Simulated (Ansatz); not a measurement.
Results of HSE06 (Ansatz, a program for electronic structure, plane waves, PAW) for antifluorite K₂S.

Run with plane-wave cutoff 460 eV, 6×6×6 k mesh, Fermi–Dirac smearing 0.01 eV, scalar-relativistic PAW data made under PBE.

The cell has the measured lattice: a = b = c = 7.391 Å, α = β = γ = 90.00°.

Problem. What does this level give for the band gap and smallest direct gap on the k points sampled?

Solution. 
band gap: 3.33 eV (on the SCF k mesh) (indirect)
smallest direct gap on the k points sampled: 3.52 eV

Note: cell and atoms aren't relaxed at this level (pressure 0.3 GPa).

Static lattice: no zero-point or thermal effects.

Computing time: about 110 core-seconds (a rough figure).
